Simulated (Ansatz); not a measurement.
Start from ZnSe in the zinc blende structure (space group F-43m, No. 216).

```yaml
crystal:
  lattice:
    - [0.00000, 2.83273, 2.83273]
    - [2.83273, 0.00000, 2.83273]
    - [2.83273, 2.83273, 0.00000]
  atoms:
    - { symbol: Se, position: [0.75000, 0.75000, 0.75000] }
    - { symbol: Zn, position: [0.00000, 0.00000, 0.00000] }
```

Cartesian axes are those of the cell as printed.

All numbers come from r2SCAN/PAW in Ansatz (a program for electronic structure), no spin-orbit coupling.

Before the change:

| Quantity | Result |
|---|---|
| Band gap | 1.87 eV |
| Valence-band top at Γ | 0.00, 0.00, 0.00 eV |

Modification: biaxial strain −1.58 %, plane normal [001], relaxed out of plane (Cartesian); in-plane vectors clamped, the third vector and the atoms free.

Predict the new band gap.

The band gap hardly moves (1.87 eV against 1.88 eV).

Estimate the effect on the valence-band top at Γ.

The valence-band top at Γ (three highest levels, from the VBM) changes from 0.00, 0.00, 0.00 eV to 0.00, 0.00, -0.14 eV.

What happens to the energy relative to the base?

The energy grows by 3.0 meV/atom.

What does the calculation give for the out-of-plane strain after the change?

The out-of-plane strain comes out as +1.82 %.

Stability against distortions was not tested.
